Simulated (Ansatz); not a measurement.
Base system: HfO₂ (space group P4_2/nmc, No. 137; a = 3.568 Å, c = 5.167 Å).

Perturbation: a hydrostatic pressure of 3 GPa.

Levels (all Ansatz, a program for electronic structure, PAW, earlier PAW set): PBEsol (420 eV, without spin-orbit coupling); r2SCAN (500 eV, no spin-orbit coupling); HSE06 (420 eV, no spin-orbit coupling).

One geometry, relaxed with PBEsol, under each level:

```csv
level,band gap,lowest conduction level above the VBM at special points,pressure
PBEsol,4.53 eV,Γ 4.53 eV; X 5.00 eV; R 5.18 eV; Z 5.28 eV,3.00 GPa
r2SCAN,5.19 eV,Γ 5.19 eV; X 5.60 eV; R 5.78 eV; Z 5.91 eV,5.31 GPa
HSE06,…,…,–
```

**Question.** Give the withheld HSE06 results.

**Answer.** 
- HSE06, band gap: 6.31 eV
- HSE06, lowest conduction level above the VBM at special points: Γ 6.31 eV; X 6.79 eV; R 7.00 eV

Single points use the geometry relaxed with PBEsol. Their cutoffs differ, which shifts pressures a little. HSE06 gaps are upper bounds (no full band path). With Hf present, leaving out spin-orbit coupling can change the band edges. Load acts through the strain it causes; cell and atoms are relaxed under it. Whether these cells are dynamically stable was not tested. This is not the structure that HfO2 has at room temperature and ambient pressure.
